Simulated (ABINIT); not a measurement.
Worked example: self-consistent single point of Mg7Cu (P-6m2, 8 atoms in the cell) in ABINIT.

Method of the run: PBEsol, PAW (JTH v2.0 PBE PAW, files made for PBE) (plane waves; ABINIT).

The change in words: lattice scaled by 0.98. Reference geometry:
```xyz
8
Lattice="6.1967 0.0000 0.0000 -3.0984 5.3665 0.0000 0.0000 0.0000 5.0107" Properties=species:S:1:pos:R:3 pbc="T T T"
Mg     0.0000     1.7809     0.0000
Mg    -1.5561     4.4761     0.0000
Mg     1.5561     4.4761     0.0000
Mg     4.5993     2.6554     2.5053
Mg     3.0984     0.0557     2.5053
Mg     1.5974     2.6554     2.5053
Mg     0.0000     0.0000     2.5053
Cu     3.0984     1.7888     0.0000
```

Reference input (self-consistent single point, DFT, PBEsol, plane waves, PAW (JTH v2.0 PBE PAW, files made for PBE)): pseudos = [Mg.GGA_PBE-JTH.xml, Cu.GGA_PBE-JTH.xml]; ecut = 30 Ha; pawecutdg = 60 Ha; pawxcdev = 0; ixc = -116133; occopt = 7; tsmear = 0.00367493 Ha; ngkpt = 4 4 5; nshiftk = 1; shiftk = 0 0 0; potentials = JTH v2.0 PBE PAW; nband = 57. This run's input differs from it in these lines:

```diff
@@ -3,6 +3,6 @@
 pseudos "Mg.GGA_PBE-JTH.xml, Cu.GGA_PBE-JTH.xml"
-acell 6.1967098384 6.1967098384 5.0107000000 Angstrom
+acell 6.0727758340 6.0727758340 4.9104860000 Angstrom
 rprim
-         1.0000000000    0.0000000061    0.0000000000
-        -0.5000000052    0.8660254008    0.0000000000
+         1.0000000000    0.0000000063    0.0000000000
+        -0.5000000055    0.8660254006    0.0000000000
          0.0000000000    0.0000000000    1.0000000000
@@ -13,10 +13,10 @@
 xcart
-        -0.0000000108    1.7808936146    0.0000000000
-        -1.5560558346    4.4760613232    0.0000000000
-         1.5560557804    4.4760613421    0.0000000000
-         4.5993219602    2.6554198089    2.5053500000
-         3.0983549189    0.0556685965    2.5053500000
-         1.5973878461    2.6554197908    2.5053500000
-         0.0000000000    0.0000000000    2.5053500000
-         3.0983549084    1.7888360654    0.0000000000
+        -0.0000000111    1.7452757976    0.0000000000
+        -1.5249347675    4.3865402353    0.0000000000
+         1.5249347119    4.3865402546    0.0000000000
+         4.5073356630    2.6023114965    2.4552430000
+         3.0363879167    0.0545552272    2.4552430000
+         1.5654401380    2.6023114778    2.4552430000
+         0.0000000000    0.0000000000    2.4552430000
+         3.0363879059    1.7530594005    0.0000000000
       Angstrom
```

Log, with long lists cut:

```
--- !BeginCycle
solver: {iscf: 17, nstep: 60, nline: 4, wfoptalg: 10, }
tolerances: {tolvrs: 1.00E-12, }
...

     iter   Etot(hartree)      deltaE(h)  residm     nres2
 ETOT  1  -637.58463948899    -6.376E+02 2.819E+00 5.796E+01
 ETOT  2  -642.08300145778    -4.498E+00 6.530E-02 7.894E+01
 ETOT  3  -641.92907618809     1.539E-01 2.362E-02 4.691E+00
 ETOT  4  -641.92085420922     8.222E-03 7.016E-03 1.312E+00
 ETOT  5  -641.91507822921     5.776E-03 6.102E-03 7.406E-02
   [... 9 lines left out ...]
 ETOT 15  -641.91511457650    -4.104E-11 2.475E-05 8.669E-10
 ETOT 16  -641.91511457651    -9.550E-12 4.866E-05 5.151E-10
 ETOT 17  -641.91511457651    -4.093E-12 1.710E-05 1.672E-11
 ETOT 18  -641.91511457650     9.777E-12 3.343E-05 1.776E-13
 At SCF step   18       nres2   =  1.78E-13 < tolvrs=  1.00E-12 =>converged.

 Cartesian components of stress tensor (hartree/bohr^3)
  sigma(1 1)= -8.16331382E-05  sigma(3 2)=  0.00000000E+00
  sigma(2 2)= -8.16331374E-05  sigma(3 1)=  0.00000000E+00
  sigma(3 3)= -2.16441146E-06  sigma(2 1)=  4.74308234E-13

 ----iterations are completed or convergence reached----

 reduced coordinates (array xred) for    8 atoms
       0.165926666686      0.331853333361      0.000000000000
       0.165926666686      0.834073333375      0.000000000000
       0.668146666700      0.834073333375      0.000000000000
       0.989626666696      0.494813333373      0.500000000000
       0.505186666688      0.010373333365      0.500000000000
       0.505186666688      0.494813333373      0.500000000000
   [... lines left out ...]
 Fermi (or HOMO) energy (eV) =   4.88793   Average Vxc (eV)=  -8.94435
   [... lines left out ...]
'-kT*entropy'       : -6.83636550930902E-04
total_energy        : -6.41915114578632E+02
total_energy_eV     : -1.74673985883350E+04
...

-Cartesian components of stress tensor (GPa)         [Pressure=  1.6224E+00 GPa]
- sigma(1 1)= -2.40172944E+00  sigma(3 2)=  0.00000000E+00
- sigma(2 2)= -2.40172942E+00  sigma(3 1)=  0.00000000E+00
- sigma(3 3)= -6.36791729E-02  sigma(2 1)=  1.39546277E-08

 Calculation completed.
```

The run converged in 18 iterations. Against the reference run the free energy goes up by 2.4 meV/atom, the pressure goes from -1.11 to 1.62 GPa and the largest force goes from 0.062 to 0.047 eV/Å.

The starting cell comes from a database of computed structures (which also holds hypothetical and non-ambient phases and stackings), without a prior relaxation at this level. For this run, on top of that: lattice scaled by 0.98. Spin polarisation is off. The potentials were made for another functional than the one used.

Cost on one core of a shared machine: roughly 8 min.
